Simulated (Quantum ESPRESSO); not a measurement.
## Equation of state of wurtzite AlN (space group 186): energy against volume (Quantum ESPRESSO, PBEsol)

```
AlN
1.0
    3.01970     0.00000     0.00000
   -1.50985     2.61514     0.00000
    0.00000     0.00000     4.83541
Al N
2 2
Direct
  0.33333   0.66667   0.00000
  0.66667   0.33333   0.50000
  0.33333   0.66667   0.38200
  0.66667   0.33333   0.88200
```

Computed with PBEsol, GBRV 1.5 ultrasoft (PBESOL) pseudopotentials (plane waves; Quantum ESPRESSO). Settings: ecutwfc = 52 Ry; ecutrho = 260 Ry; occupations = smearing; smearing = fd; degauss = 0.000734986 Ry; potentials = {Al: al_pbesol_v1.uspp.F.UPF, N: n_pbesol_v1.2.uspp.F.UPF}; K_POINTS = automatic 12 12 7 0 0 0; conv_thr = 1e-10 Ry. The cell above is the first row's. The rows scale it uniformly. In all rows fractional positions and the k mesh are held. E is the free energy at the stated smearing, counted from the lowest row.

| V (Å^3/atom) | E (meV/atom) |
|---|---|
| 9.546 | ? |
| 9.754 | 35.14 |
| 9.961 | 17.01 |
| 10.169 | 5.52 |
| 10.376 | 0.04 |
| 10.584 | 0.00 |
| 10.791 | 4.90 |
| 10.999 | 14.28 |
| 11.206 | 27.72 |

Problem. Fit E against V with the third-order Birch-Murnaghan form, a cubic in V^(-2/3), and predict the withheld value at V = 9.546.

Solution. With u = V^(-2/3) - 0.209, the rows have u = 0.010051, 0.007005, 0.004050, 0.001207, -0.001556, -0.004218, -0.006808, -0.009305. Least squares gives E = -0.621 + 132.35·u + 341101·u² - 36445·u³. Residuals (row less fit): 0.009, -0.021, 0.012, 0.004, 0.001, 0.008, -0.019, 0.010; standard error 0.018 (degrees of freedom: 4). Its minimum lies at u = -0.000194, so V0 = (0.208806)^(-3/2) = 10.48. There d²E/du² = 682200 and d³E/du³ = -218700, so B0 = (4/9) × 10.48^(-7/3) × 682200 × 0.160218 = 202 GPa (the last factor turns the table's units into GPa), and B0' = 4 + (2/3) × 0.208806 × (-218700)/682200 = 4.0. The program's pressures in the fitted runs (not shown) pass through zero at V = 10.47, 0.06 % from this V0. At the withheld row, u = 0.013221, so E = -0.621 + 132.35 × 0.013221 + 341101 × 0.013221² - 36445 × 0.013221³ = 60.667 meV/atom. The calculation gives 60.58 meV/atom, 0.087 meV/atom below the prediction (0.1 % of the range of E in the table). The row lies outside the fitted rows, so this is an extrapolation. From the scatter of the fitted rows alone, a prediction at this place has a standard error of 0.052 meV/atom, so the miss is 1.7 times that.

Carrying the step between the two nearest rows on in a straight line would have given 53.36, off by 7.22; series whose last step already gives the withheld value aren't shown. The scan was laid around a cell of about the measured size, scaled by a guess for this functional; axis ratios and inner coordinates come from that cell. The runs keep the symmetry of the cell, so they don't test it for distortions. The shape of the cell and the inner coordinates aren't relaxed, so V0 and B0 belong to this uniform scaling; a relaxed crystal lies no higher in energy and is usually softer (forces reach 0.03 eV/Å in these rows). Cutoffs and mesh are single choices, not tested for convergence of this quantity. Series with a scatter that would blur these digits, or in which a gap closes, are not shown. Nor are scans whose minimum lies at an end fitted in this form.
